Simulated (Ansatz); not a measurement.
# How far to go with the plane-wave cutoff: CsH (P4mm, 2 atoms in the cell)

```yaml
crystal:
  lattice:
    - [3.79932, 0.00000, 0.00000]
    - [0.00000, 3.79932, 0.00000]
    - [0.00000, 0.00000, 3.79932]
  atoms:
    - { symbol: Cs, position: [0.00000, 0.00000, 0.01316] }
    - { symbol: H, position: [0.50000, 0.50000, 0.50000] }
```

Method of the run: LDA (PW92), default PAW files made with PBE (plane waves; Ansatz, an electronic-structure program).

Base settings: basis.ecutwfc = 30.9 Ry; kpoints.mp_grid.grid = 7 7 7; hamiltonian.xc = lda; hamiltonian.pseudopotentials = {kind: paw} (the program's default PAW files); scf.occupations.method = fixed.

The second cell is the first with its lattice scaled by 0.98.

The mesh stays at the base's, so the ladder's end is converged at best in this setting alone.

The first pressure column holds Ansatz's estimate of the finite-basis (Pulay) stress, which hides part of the cutoff error; the other is without it.

Only quantities that move along the ladder and can be compared are tabulated.

The count of work is k-points × plane waves × bands × iterations; it is no time. 

The starting cell comes from a database of computed structures (which also holds hypothetical and non-ambient phases and stackings), without a prior relaxation at this level. Its lattice was rescaled by up to half a per cent. One atom was moved a little off its site on purpose.

Steps (basis.ecutwfc): 10.7 Ry; 12.5 Ry; 14 Ry; 15.4 Ry; 16.9 Ry; 18.4 Ry; 21.7 Ry; 24.6 Ry; 27.9 Ry; 30.9 Ry; 33.8 Ry; 37.1 Ry; 41.5 Ry; 46.3 Ry; 54 Ry; 61.7 Ry; 74.2 Ry.

Question: What is the coarsest basis.ecutwfc that holds the pressure within 0.05 GPa of the last step, with all finer ones?

Answer: 18.4 Ry, at 0.12 of the last step's count of work; the step before is off by 0.06 GPa.

Question: What is the coarsest basis.ecutwfc that holds the energy of the compressed cell less the first within 0.2 meV/atom of the last step, with all finer ones?

Answer: 18.4 Ry, at 0.12 of the last step's count of work; the step before is off by 0.72 meV/atom.

Question: What is the coarsest basis.ecutwfc that holds the gap on the mesh within 0.02 eV of the last step, with all finer ones?

Answer: 16.9 Ry, at 0.12 of the last step's count of work; the step before is off by 0.023 eV.

| basis.ecutwfc | free energy less the last step's (meV/atom) | energy of the compressed cell less the first (meV/atom) | pressure (GPa) | pressure without the Pulay estimate (GPa) | gap on the mesh (eV) | count of work / last |
|---|---|---|---|---|---|---|
| 10.7 Ry | 567.27 | -15.14 | -1.55 | -9.55 | 2.800 | 0.052 |
| 12.5 Ry | 315.22 | -14.09 | -1.69 | -6.64 | 2.809 | 0.066 |
| 14 Ry | 194.96 | -15.31 | -1.68 | -5.08 | 2.767 | 0.087 |
| 15.4 Ry | 124.07 | -14.13 | -1.69 | -4.10 | 2.772 | 0.099 |
| 16.9 Ry | 75.70 | -14.07 | -1.74 | -3.37 | 2.791 | 0.12 |
| 18.4 Ry | 46.54 | -14.87 | -1.78 | -2.87 | 2.790 | 0.12 |
| 21.7 Ry | 15.53 | -14.82 | -1.79 | -2.23 | 2.793 | 0.16 |
| 24.6 Ry | 5.63 | -14.69 | -1.79 | -1.98 | 2.793 | 0.19 |
| 27.9 Ry | 1.79 | -14.77 | -1.79 | -1.86 | 2.795 | 0.24 |
| 30.9 Ry | 0.71 | -14.79 | -1.79 | -1.82 | 2.795 | 0.27 |
| 33.8 Ry | 0.29 | -14.79 | -1.79 | -1.81 | 2.795 | 0.32 |
| 37.1 Ry | 0.10 | -14.79 | -1.79 | -1.80 | 2.795 | 0.35 |
| 41.5 Ry | 0.03 | -14.79 | -1.79 | -1.79 | 2.795 | 0.45 |
| 46.3 Ry | 0.02 | -14.79 | -1.79 | -1.79 | 2.795 | 0.49 |
| 54 Ry | 0.02 | -14.79 | -1.79 | -1.79 | 2.795 | 0.64 |
| 61.7 Ry | 0.01 | -14.79 | -1.79 | -1.79 | 2.795 | 0.76 |
| 74.2 Ry | 0.00 | -14.79 | -1.79 | -1.79 | 2.795 | 1.0 |

The energy difference between the two cells stays within 1 meV/atom of the last step's from 10.7 Ry on, the total only from 30.9 Ry on: much of the error is common to both cells and cancels.

At the lowest cutoff the pressure without the Pulay estimate lies 7.8 GPa under the last step's, the usual sign of Pulay stress in an incomplete plane-wave basis.

Keys are those of Ansatz 0.2.
